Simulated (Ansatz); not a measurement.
Input:

```xyz
6
Lattice="3.1240 0.0000 0.0000 -1.5620 2.7054 0.0000 0.0000 0.0000 12.1365" Properties=species:S:1:pos:R:3 pbc="T T T"
Mo     0.0000     1.8036     3.0341
Mo     1.5620     0.9018     9.1024
Se     0.0000     1.8036     7.3929
Se     1.5620     0.9018     1.3247
Se     1.5620     0.9018     4.7436
Se     0.0000     1.8036    10.8118
```

No spin polarisation.

Computed with PBE-D3(BJ) (Ansatz, a program for electronic structure), no spin-orbit coupling, earlier PAW set. Γ-centred 12×12×3 mesh, Fermi–Dirac width 0.05 eV.

### Question
Predict the pressure, band gap and smallest direct gap.

### Answer
- Pressure (mean of the normal stresses, compression positive) = 13.08 GPa
- Band gap = 0.40 eV
- Smallest direct gap = 1.08 eV

The cells carry an imposed strain or load. No phonon test of stability was made. The cell was made from MoSe$_{2}$ in the 2H-MoS2 type structure (space group P6_3/mmc, No. 194; layered, stacked along the Cartesian z axis) by this change: isotropic strain −4.67 %.
